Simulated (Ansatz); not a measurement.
The parent structure is Mg2Ge in the anti-fluorite structure (space group Fm-3m, No. 225; a = 6.421 Å).

The values are results of PBE (Ansatz, a first-principles code), no SOC, not measurements.

Base values:

* **Band gap**: 0.17 eV
* **Density**: 3.04 g/cm³

It is then changed as follows: a hydrostatic pressure of 10 GPa.

### Question
Estimate the effect on the band gap.

### Answer
The band gap becomes zero (base: 0.17 eV).

### Question
What does the calculation give for the density after the change?

### Answer
The density increases by 0.49 g/cm³, from 3.04 g/cm³ to 3.53 g/cm³.

Load acts through the strain it causes; cell and atoms are relaxed under it. No phonon test of stability was made. Competing high-pressure phases were not computed. All final runs are without spin polarisation. Gaps under 0.05 eV, about the width of the smearing, are given as zero. A zero or small gap of Mg2Ge can be the functional's error rather than a property of the material.
